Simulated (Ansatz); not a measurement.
# Hypothetical CsCl type NbAs, response to strain

Take NbAs in the CsCl type structure (space group Pm-3m, No. 221; a hypothetical phase, not in the database extracts checked; relaxed with 0.1 eV smearing) as the base.

```yaml
crystal:
  lattice:
    - [3.21784, 0.00000, 0.00000]
    - [0.00000, 3.21784, 0.00000]
    - [0.00000, 0.00000, 3.21784]
  atoms:
    - { symbol: Nb, position: [0.00000, 0.00000, 0.00000] }
    - { symbol: As, position: [0.50000, 0.50000, 0.50000] }
```

Cartesian axes are those of the cell as printed.

Strains are applied to the cell and any free atomic positions relax; under biaxial strain the out-of-plane vector relaxes too.

All numbers come from Ansatz (an electronic-structure program) PBE, no spin-orbit coupling.

Candidates:
(a) tensor shear ε_yz = +3.91 %
(b) biaxial strain +2.80 %, plane normal [001], relaxed out of plane
(c) uniaxial strain ε_zz = +0.62 %
(d) biaxial strain +1.08 %, plane normal [110], relaxed out of plane

Notes on the quantities. energy relative to the base: free energy F.

Question: Order them by energy relative to the base, lowest first.

Answer: (c) uniaxial strain ε_zz = +0.62 % (+0.6 meV/atom), (d) biaxial strain +1.08 %, plane normal [110], relaxed out of plane (+4.0 meV/atom), (b) biaxial strain +2.80 %, plane normal [001], relaxed out of plane (+27 meV/atom), (a) tensor shear ε_yz = +3.91 % (+33 meV/atom)

Stability against distortions was not tested. The final runs are not spin-polarised.
